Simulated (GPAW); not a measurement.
Input and output of a self-consistent single point for VCu3O4 (I-42m, 8 atoms in the cell) (GPAW).

Computed with LDA (Perdew-Wang 92), GPAW PAW datasets LDA (gpaw-data 1.0.1) (plane waves; GPAW 25.7.0).

The change in words: lattice scaled by 0.98. Reference geometry:
```
CELL_PARAMETERS angstrom
     -2.31236     2.31236     4.55176
      2.31236    -2.31236     4.55176
      2.31236     2.31236    -4.55176
ATOMIC_POSITIONS crystal
  V  0.00000 0.00000 0.00000
  Cu 0.25000 0.75000 0.50000
  Cu 0.75000 0.25000 0.50000
  Cu 0.50000 0.50000 0.00000
  O  0.11159 0.65947 0.00000
  O  0.34053 0.34053 0.45212
  O  0.65947 0.11159 0.00000
  O  0.88841 0.88841 0.54788
```

Reference input (self-consistent single point, DFT LDA (Perdew-Wang 92), plane waves, GPAW PAW datasets LDA (gpaw-data 1.0.1)): mode = pw; ecut = 900 eV; xc = LDA; kpts = 5 5 5; mesh shift (steps) = 0 0 0; occupations.name = methfessel-paxton; occupations.width = 0.136 eV; occupations.order = 0; nbands = -6; convergence.forces = 0.001 eV/Å; convergence.bands = -4; symmetry.symmorphic = false. This run's input differs from it in these lines:

```diff
@@ -5,5 +5,5 @@
 atoms = Atoms(['V', 'Cu', 'Cu', 'Cu', 'O', 'O', 'O', 'O'],
-              cell=[[-2.312363, 2.312363, 4.551762],
-                    [2.312363, -2.312363, 4.551762],
-                    [2.312363, 2.312363, -4.551762]],
+              cell=[[-2.266116, 2.266116, 4.460727],
+                    [2.266116, -2.266116, 4.460727],
+                    [2.266116, 2.266116, -4.460727]],
               scaled_positions=[[0.000000, 0.000000, 0.000000],
```

Output (repeated stretches shortened):

```
     iter     time        total  log10-change:
                         energy   eigst   dens  force
iter:   1 --:--:--   -66.130322   +0.78
iter:   2 --:--:--   -62.197538   -0.41  -1.14
iter:   3 --:--:--   -59.481451   -0.79  -1.18
iter:   4 --:--:--   -57.809502   -0.49  -1.29
iter:   5 --:--:--   -61.532387   -0.41  -1.47
   [... 9 lines left out ...]
iter:  15 --:--:--   -57.294618   -2.73  -2.22
iter:  16 --:--:--   -57.244785   -2.83  -2.35
iter:  17 --:--:--   -57.171020   -2.19  -2.40
iter:  18 --:--:--   -57.170383   -2.93  -2.57
iter:  19 --:--:--   -57.169657c  -3.70  -2.60
iter:  20 --:--:--   -57.211682   -2.13  -2.63
   [... lines left out ...]
iter:  24 --:--:--   -57.168503c  -3.55  -2.96
iter:  25 --:--:--   -57.168462c  -4.44  -3.02
iter:  26 --:--:--   -57.167338c  -3.73  -3.16
iter:  27 --:--:--   -57.167352c  -4.79  -3.57
iter:  28 --:--:--   -57.167330c  -5.21  -3.59
iter:  29 --:--:--   -57.167329c  -5.21  -3.83
iter:  30 --:--:--   -57.167318c  -6.37  -4.19c
iter:  31 --:--:--   -57.167317c  -6.62  -4.34c
iter:  32 --:--:--   -57.167328c  -6.20  -4.37c
iter:  33 --:--:--   -57.167320c  -6.68  -4.38c
iter:  34 --:--:--   -57.167323c  -7.26  -4.50c
iter:  35 --:--:--   -57.167321c  -7.56c -4.56c
iter:  36 --:--:--   -57.167319c  -7.56c -4.66c -3.35c
Converged after 36 iterations.

Dipole moment: (-0.000000, 0.000000, 0.000000) |e|*Ang

Energy contributions relative to reference atoms: (reference = -168732.525250)

Kinetic:        +25.572017
Potential:      -36.059123
External:        +0.000000
XC:             -47.607076
Entropy (-ST):   -0.001535
Local:           +0.927630
SIC:             +0.000000
--------------------------
Free energy:    -57.168086
Extrapolated:   -57.167319

Showing only first 2 kpts
 Kpt  Band  Eigenvalues  Occupancy
  0    33      5.06447    2.00000
  0    34      5.52652    1.99615
  0    35      5.85795    0.57794
  0    36      6.36639    0.00000

  1    33      5.14500    2.00000
  1    34      5.50771    1.99797
  1    35      6.59751    0.00000
  1    36      6.74269    0.00000

Fermi level: 5.80445

Gap: 0.205 eV
Transition (v -> c):
   [... lines left out ...]
Direct gap: 0.331 eV
   [... lines left out ...]
  2 Cu    0.00000   -0.00000    0.00000
  3 Cu    0.00000    0.00000   -0.00000
  4 O     0.26449   -0.26449    0.27435
  5 O    -0.26449   -0.26449   -0.27435
  6 O    -0.26449    0.26449    0.27435
  7 O     0.26449    0.26449   -0.27435

Stress tensor:
     0.052233     0.000000    -0.000000
     0.000000     0.052233     0.000000
    -0.000000     0.000000     0.051308
Stress (GPa, Voigt): [ 8.3687  8.3687  8.2205  0.     -0.      0.    ]
```

The run converged in 36 iterations. GPAW prints stress with tension positive. Against the reference run the free energy falls by 54.6 meV/atom and the largest force goes from 0.950 to 0.464 eV/Å.

At such cutoffs GPAW's stress carries a finite-basis (Pulay) error, which enters relaxed cells too; its log prints stress with tension positive.

The starting cell comes from a database of computed structures (which also holds hypothetical and non-ambient phases and stackings), without a prior relaxation at this level. Its lattice was rescaled by a random factor within 2.5 % of one. For this run, on top of that: lattice scaled by 0.98. Spin polarisation is off, so a magnetic state, if there is one, cannot be reached. The log's line on a gap gives a spacing of levels on this mesh, which the program prints for metals too.

Cost on one core of a shared machine: roughly 3 min.
